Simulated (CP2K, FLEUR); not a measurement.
A FLEUR input for a self-consistent single point of SrAsPt (P6_3/mmc, 6 atoms in the cell) (DFT, LDA (Vosko-Wilk-Nusair), all-electron FLAPW (FLEUR), scalar-relativistic valence):

Input of the input generator:

```
SrAsPt FLAPW
&input film=f /
4.2851838823 0.0000000273 0.0000000000
-2.1425919648 3.7110780883 0.0000000000
0.0000000000 0.0000000000 9.1224130000
1.8897261246
1.0 1.0 1.0

6
38 0.0000000000 0.0000000000 0.5000000000
38 0.0000000000 0.0000000000 0.0000000000
33 0.3333333333 0.6666666667 0.7500000000
33 0.6666666667 0.3333333333 0.2500000000
78 0.3333333333 0.6666666667 0.2500000000
78 0.6666666667 0.3333333333 0.7500000000

&comp jspins=1 /
&exco xctyp='vwn' /
&kpt div1=7 div2=7 div3=3 /
&end /
```

```xml
<?xml version="1.0" encoding="UTF-8" standalone="no"?>
<fleurInput fleurInputVersion="0.39">
   <comment>
      SrAsPt FLAPW                                                                                        
   </comment>
   <calculationSetup>
      <cutoffs Kmax="3.8" Gmax="13.3" GmaxXC="13.3" numbands="0"/>
      <scfLoop itmax="100" minDistance="0.00001" maxIterBroyd="40" imix="Anderson" alpha="0.05" precondParam="0.0" spinf="2.0"/>
      <coreElectrons ctail="T" frcor="F" kcrel="0" coretail_lmax="0"/>
      <xcFunctional name="vwn" relativisticCorrections="F"/>
      <magnetism jspins="1"/>
      <soc l_soc="F" theta="0.0" phi="0.0" spav="F"/>
      <expertModes spex="0" secvar="F"/>
      <geometryOptimization l_f="T" forcealpha="1.0" forcemix="BFGS" epsdisp="0.00001" epsforce="0.00001"/>
      <ldaU l_linMix="F" mixParam="0.05" spinf="1.0"/>
   </calculationSetup>
   <cell>
      <bzIntegration valenceElectrons="82.0" mode="hist" fermiSmearingEnergy="0.00367493">
         <kPointListSelection listName="default-1"/>
         <!-- k-points included here -->
         <xi:include xmlns:xi="http://www.w3.org/2001/XInclude" href="kpts.xml"> </xi:include>
      </bzIntegration>
      <!-- symmetry operations included here -->
      <xi:include xmlns:xi="http://www.w3.org/2001/XInclude" href="sym.xml"> </xi:include>
      <bulkLattice scale="1.0">
         <bravaisMatrix>
            <row-1>    8.0978239310971620     0.0000000515895232     0.0000000000000000</row-1>
            <row-2>   -4.0489120102406027     7.0129212138911345     0.0000000000000000</row-2>
            <row-3>    0.0000000000000000     0.0000000000000000    17.2388621654906586</row-3>
         </bravaisMatrix>
      </bulkLattice>
   </cell>
   <atomSpecies>
      <species name="Strontium (Sr)" element="Sr" atomicNumber="38">
         <mtSphere radius="2.63" gridPoints="925" logIncrement="0.014"/>
         <atomicCutoffs lmax="10" lnonsphr="8"/>
         <electronConfig flipSpins="F">
            <coreConfig>(1s1/2) (2s1/2) (2p1/2) (2p3/2) (3s1/2) (3p1/2) (3p3/2) (3d3/2) (3d5/2)</coreConfig>
            <valenceConfig>(4s1/2) (4p1/2) (4p3/2) (5s1/2)</valenceConfig>
         </electronConfig>
         <energyParameters s="5" p="5" d="4" f="4"/>
         <lo type="SCLO" l="0" n="4" eDeriv="0"/>
         <lo type="SCLO" l="1" n="4" eDeriv="0"/>
      </species>
      <species name="Arsenic (As)" element="As" atomicNumber="33">
         <mtSphere radius="2.14" gridPoints="753" logIncrement="0.016"/>
         <atomicCutoffs lmax="8" lnonsphr="6"/>
         <electronConfig flipSpins="F">
            <coreConfig>(1s1/2) (2s1/2) (2p1/2) (2p3/2) (3s1/2) (3p1/2) (3p3/2)</coreConfig>
            <valenceConfig>(4s1/2) (3d3/2) (3d5/2) (4p1/2) (4p3/2)</valenceConfig>
            <stateOccupation state="(4p1/2)" spinUp="0.5" spinDown="0.5"/>
            <stateOccupation state="(4p3/2)" spinUp="1.0" spinDown="1.0"/>
         </electronConfig>
         <energyParameters s="4" p="4" d="3" f="4"/>
         <lo type="HELO" l="2" n="4" eDeriv="0"/>
      </species>
      <species name="Platinum (Pt)" element="Pt" atomicNumber="78">
         <mtSphere radius="2.14" gridPoints="753" logIncrement="0.018"/>
         <atomicCutoffs lmax="8" lnonsphr="6"/>
         <electronConfig flipSpins="F">
            <coreConfig>(1s1/2) (2s1/2) (2p1/2) (2p3/2) (3s1/2) (3p1/2) (3p3/2) (4s1/2) (3d3/2) (3d5/2) (4p1/2) (4p3/2) (5s1/2) (4d3/2) (4d5/2) (4f5/2) (4f7/2)</coreConfig>
            <valenceConfig>(5p1/2) (5p3/2) (6s1/2) (5d3/2) (5d5/2)</valenceConfig>
            <stateOccupation state="(6s1/2)" spinUp="0.5" spinDown="0.5"/>
            <stateOccupation state="(5d3/2)" spinUp="1.8" spinDown="1.8"/>
            <stateOccupation state="(5d5/2)" spinUp="2.7" spinDown="2.7"/>
         </electronConfig>
         <energyParameters s="6" p="6" d="5" f="5"/>
         <lo type="SCLO" l="1" n="5" eDeriv="0"/>
      </species>
   </atomSpecies>
   <atomGroups>
      <atomGroup species="Strontium (Sr)">
         <relPos label="                   1">.0000000000 .0000000000 1.000/2.000</relPos>
         <relPos label="                   2">.0000000000 .0000000000 .0000000000</relPos>
         <force calculate="T" relaxXYZ="TTT"/>
      </atomGroup>
      <atomGroup species="Arsenic (As)">
         <relPos label="                   3">1.000/3.000 -1.000/3.000 -1.000/4.000</relPos>
         <relPos label="                   4">-1.000/3.000 1.000/3.000 1.000/4.000</relPos>
         <force calculate="T" relaxXYZ="TTT"/>
      </atomGroup>
      <atomGroup species="Platinum (Pt)">
         <relPos label="                   5">1.000/3.000 -1.000/3.000 1.000/4.000</relPos>
         <relPos label="                   6">-1.000/3.000 1.000/3.000 -1.000/4.000</relPos>
         <force calculate="T" relaxXYZ="TTT"/>
      </atomGroup>
   </atomGroups>
   <output dos="F" band="F" slice="F">
      <checks vchk="F" cdinf="F"/>
      <bandDOS minEnergy="-.5*Htr" maxEnergy="0.5*Htr" sigma="0.015" storeEVData="T"/>
      <vacuumDOS vacdos="F" integ="F" star="F" nstars="0" locx1="0.0" locy1="0.0" locx2="0.0" locy2="0.0" nstm="0" tworkf="0.0"/>
      <unfoldingBand unfoldBand="F" supercellX="1" supercellY="1" supercellZ="1"/>
      <plotting iplot="0" polar="F">
         <plot TwoD="T" vec1="  1.0  0.0  0.0" vec2="  0.0  1.0  0.0" vec3="  0.0  0.0  1.0" zero="  0.0  0.0  0.0" file="plot"/>
      </plotting>
      <chargeDensitySlicing numkpt="0" minEigenval="0.0" maxEigenval="0.0" nnne="0" pallst="F"/>
      <specialOutput eonly="F"/>
      <magneticCircularDichroism mcd="F" energyLo="-10.0" energyUp="0.0"/>
   </output>
  <!-- We include the file relax.xml here to enable relaxations (see documentation) -->
  <xi:include xmlns:xi="http://www.w3.org/2001/XInclude" href="relax.xml"> <xi:fallback/> </xi:include>
</fleurInput>
```

Question: Give the CP2K input for the same structure, mesh, smearing and functional.

Answer: This is the input that was run; spellings and numerical settings could be chosen otherwise.

```
&GLOBAL
  PROJECT scf
  RUN_TYPE ENERGY_FORCE
  PRINT_LEVEL LOW
&END GLOBAL
&FORCE_EVAL
  METHOD Quickstep
  STRESS_TENSOR ANALYTICAL
  &DFT
    BASIS_SET_FILE_NAME BASIS_MOLOPT
    POTENTIAL_FILE_NAME GTH_POTENTIALS
    &QS
      METHOD GPW
      EPS_DEFAULT 1E-10
    &END QS
    &MGRID
      CUTOFF 500
      REL_CUTOFF 40
      NGRIDS 5
    &END MGRID
    &SCF
      SCF_GUESS ATOMIC
      EPS_SCF 1E-6
      MAX_SCF 100
      ADDED_MOS 11
      &DIAGONALIZATION
        ALGORITHM STANDARD
      &END DIAGONALIZATION
      &MIXING
        METHOD BROYDEN_MIXING
        ALPHA 0.2
        NBUFFER 10
      &END MIXING
      &SMEAR ON
        METHOD FERMI_DIRAC
        ELECTRONIC_TEMPERATURE [K] 1160.45
      &END SMEAR
    &END SCF
    &KPOINTS
      SCHEME MONKHORST-PACK 7 7 3
    &END KPOINTS
    &XC
      &XC_FUNCTIONAL PADE
      &END XC_FUNCTIONAL
    &END XC
    &PRINT
      &MO
        EIGENVALUES T
        OCCUPATION_NUMBERS T
        NDIGITS 8
        FILENAME mo
        &EACH
          QS_SCF 0
        &END EACH
        ADD_LAST NUMERIC
      &END MO
      &MULLIKEN OFF
      &END MULLIKEN
    &END PRINT
  &END DFT
  &SUBSYS
    &CELL
      ABC 4.28518400 4.28518382 9.12241300
      ALPHA_BETA_GAMMA 90.00000000 90.00000000 120.00000136
      PERIODIC XYZ
    &END CELL
    &COORD
      SCALED
      Sr       0.00000000     0.00000000     0.50000000
      Sr       0.00000000     0.00000000     0.00000000
      As       0.33333300     0.66666700     0.75000000
      As       0.66666700     0.33333300     0.25000000
      Pt       0.33333300     0.66666700     0.25000000
      Pt       0.66666700     0.33333300     0.75000000
    &END COORD
    &KIND Sr
      BASIS_SET DZVP-MOLOPT-SR-GTH
      POTENTIAL GTH-PADE-q10
    &END KIND
    &KIND As
      BASIS_SET DZVP-MOLOPT-SR-GTH
      POTENTIAL GTH-PADE-q5
    &END KIND
    &KIND Pt
      BASIS_SET DZVP-MOLOPT-SR-GTH
      POTENTIAL GTH-PADE-q18
    &END KIND
  &END SUBSYS
  &PRINT
    &FORCES ON
    &END FORCES
    &STRESS_TENSOR ON
    &END STRESS_TENSOR
  &END PRINT
&END FORCE_EVAL
```

Basis settings and potentials, where a program has them, do not carry over. This input uses DFT LDA (Pade form), GPW, DZVP-MOLOPT-SR-GTH basis, GTH-PADE potentials (GTH_POTENTIALS). LDA parametrisations can differ slightly between programs.

The starting cell comes from a database of computed structures (which also holds hypothetical and non-ambient phases and stackings), without a prior relaxation at this level. Its lattice was rescaled by a random factor within 2.5 % of one.
